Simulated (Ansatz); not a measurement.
cubic KTaO3 (1 1 0) on zinc-blende InP (1 1 0) (film strained to the substrate, started from cuts of the bulks and a machine-learned relaxation; slabs In8P8 and K3Ta3O11, which can lie off the formulas)

A periodic stack without vacuum, cubic KTaO3 (1 1 0) on zinc-blende InP (1 1 0) (film strained to the substrate, started from cuts of the bulks and a machine-learned relaxation; slabs In8P8 and K3Ta3O11, which can lie off the formulas): substrate slab In8P8, film K3Ta3O11, surface cells [[0, -1], [1, -1]] and [[1, 0], [1, 1]], film strained by +4.7 and +4.7 %, outermost planes InP/InP and O/O as cut, which need not be the usual terminations and can put a slab off its formula.

The start was prepared with a machine-learned potential, and the result is one local minimum, with the in-plane cell held and forces under 0.04 eV/Å; the film can end far from its bulk form.

Computed with PBE (plane waves to 420 eV, PAW; Ansatz, a program for electronic structure). Spin–orbit coupling is left out; PBE gaps are too small against experiment. Its k-point mesh 7×4×1, Fermi–Dirac width 0.05 eV.

- interface area: 25.1 Å²
- period: 26.12 Å
- heights between the nearest atoms of the two slabs at the two interfaces: 1.49 and 1.38 Å
- In–O contacts across the interfaces within 1.22 times the sum of covalent radii: 2, mean 2.14 Å
- In–K contacts across the interfaces within 1.22 times the sum of covalent radii: 2, mean 3.58 Å
- K–P contacts across the interfaces within 1.22 times the sum of covalent radii: 2, mean 3.47 Å
- O–P contacts across the interfaces within 1.22 times the sum of covalent radii: 2, mean 1.61 Å
- spin-polarised check at this geometry: falls back to no moment

```
CELL_PARAMETERS angstrom
      4.21429     0.00008    -0.02380
      4.21430     5.96008     0.00440
     -1.90641     0.12931    26.13377
ATOMIC_POSITIONS crystal
  In 0.67567 0.04126 0.10593
  In 0.65454 0.55905 0.03199
  In 0.76527 0.03400 0.26825
  In 0.72718 0.53472 0.19063
  In 0.85405 0.02428 0.42870
  In 0.80954 0.53046 0.35113
  In 0.93940 0.02356 0.58581
  In 0.89658 0.51839 0.51247
  P  0.38356 0.29337 0.02432
  P  0.42085 0.79646 0.11152
  P  0.47282 0.28707 0.18738
  P  0.51585 0.78432 0.27030
  P  0.55779 0.28099 0.34892
  P  0.60268 0.77671 0.43184
  P  0.63212 0.27898 0.50766
  P  0.67355 0.77987 0.59049
  K  0.41407 0.44227 0.69427
  Ta 0.43258 0.94754 0.70743
  O  0.69225 0.69228 0.64736
  O  0.10567 0.14369 0.65104
  O  0.88170 0.94133 0.70770
  K  0.95701 0.94128 0.81047
  Ta 0.90932 0.43927 0.80952
  O  0.18293 0.18817 0.75815
  O  0.67373 0.67667 0.75414
  O  0.46442 0.43948 0.80912
  K  0.50498 0.43320 0.91400
  Ta 0.54785 0.92853 0.91468
  O  0.72832 0.68981 0.86167
  O  0.20401 0.20013 0.86469
  O  0.98461 0.93343 0.91193
  O  0.35808 0.18397 0.97134
  O  0.67778 0.72809 0.96925
```
